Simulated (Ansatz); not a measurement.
Take GaP in the zinc blende structure (space group F-43m, No. 216; a = 5.451 Å) as the base.

Structures relaxed with r2SCAN (Ansatz, a program for electronic structure), no spin-orbit coupling.

Base:

Simulated powder pattern, Cu Kα1, λ = 1.54056 Å (kinematic, ideal powder, no thermal factors, no anomalous dispersion; the 14 strongest lines at most, above 2 %, up to 2θ = 90°):

```
2θ (°)  I/Imax (%)    hkl
------  ----------  -----
28.33          100  (111)
32.83           14  (200)
47.11           61  (220)
55.89           43  (311)
58.61          3.8  (222)
68.83          9.4  (400)
76.04           16  (331)
78.38          4.4  (420)
87.61           20  (422)
```

It is then changed as follows: every lattice vector is stretched by 2.50 %, atoms relaxed at fixed cell.

How do the reflections move or split?


Simulated powder pattern, Cu Kα1, λ = 1.54056 Å (kinematic, ideal powder, no thermal factors, no anomalous dispersion; the 14 strongest lines at most, above 2 %, up to 2θ = 90°):

```tsv
2θ (°)	d (Å)	I/Imax (%)	hkl
27.63	3.226	100	(111)
32.01	2.794	14	(200)
45.90	1.976	62	(220)
54.42	1.685	43	(311)
57.05	1.613	3.9	(222)
66.93	1.397	9.6	(400)
73.87	1.282	17	(331)
76.12	1.249	4.5	(420)
84.96	1.141	20	(422)
```

The indices refer to the base's conventional cell; one index is shown for lines that coincide.

The cells carry an imposed strain or load. No phonon test of stability was made.
